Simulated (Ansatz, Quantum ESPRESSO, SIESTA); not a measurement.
**Sr2H3I (P-3m1, 6 atoms in the cell) computed with different codes at matched settings**

Self-consistent single point.

```yaml
crystal:
  lattice:
    - [4.24273, 0.00000, 0.00000]
    - [-2.12136, 3.67431, 0.00000]
    - [0.00000, 0.00000, 7.68275]
  atoms:
    - { symbol: Sr, position: [0.66667, 0.33333, 0.67866] }
    - { symbol: Sr, position: [0.33333, 0.66667, 0.32134] }
    - { symbol: H, position: [0.00000, 0.00000, 0.50000] }
    - { symbol: H, position: [0.66667, 0.33333, 0.35725] }
    - { symbol: H, position: [0.33333, 0.66667, 0.64275] }
    - { symbol: I, position: [0.00000, 0.00000, 0.00000] }
```

Shared settings, as Ansatz (an electronic-structure program) writes them: kpoints.mp_grid.grid = 6 6 3; magnetization.spin_orbit = true; scf.occupations.method = fermi_dirac; scf.occupations.width = 0.0015 Ry. Potentials and cutoffs stand in the table.

```json
[
 {"code": "Quantum ESPRESSO", "model": "PBEsol, spin-orbit coupling, PseudoDojo fully relativistic norm-conserving (PBESOL) pseudopotentials", "pressure (GPa)": "-1.75", "largest force (eV/Å)": "0.024", "gap on the mesh (eV)": "2.020", "cutoff": "75 Ry"},
 {"code": "Ansatz", "model": "PBEsol with spin-orbit coupling, default PAW files made with PBE", "pressure (GPa)": "-1.79", "largest force (eV/Å)": "0.023", "gap on the mesh (eV)": "2.021", "cutoff": "default"},
 {"code": "SIESTA", "model": "GGA PBEsol with spin-orbit coupling, numerical atomic orbitals DZP, PseudoDojo PBEsol fully relativistic norm-conserving potentials (rewritten from UPF to PSML)", "pressure (GPa)": "–", "largest force (eV/Å)": "0.310", "gap on the mesh (eV)": "2.643", "cutoff": "grid 300 Ry"}
]
```

A dash marks a value that a program does not give, or that is left out as unsure.

Gaps are read on the mesh.

The spread over the programs that give each value: pressure within 0.04 GPa; largest force within 0.287 eV/Å; gap on the mesh within 0.623 eV.

SIESTA uses small atom-centred bases, whose incompleteness enters pressures, forces and empty levels differently from a plane-wave cutoff. Ansatz's pressure is given at a fixed set of plane waves, as the other plane-wave codes print theirs; with its correction for the finite basis it is -1.74 GPa. In the gap, SIESTA (by 0.622) lies more than 0.12 eV from the median of the plane-wave programs. In the force vectors, SIESTA (by 0.314) lies more than 0.08 eV/Å from the median of the plane-wave programs.

The starting cell comes from a database of computed structures (which also holds hypothetical and non-ambient phases and stackings), without a prior relaxation at this level.

Keys are those of Ansatz 0.2.
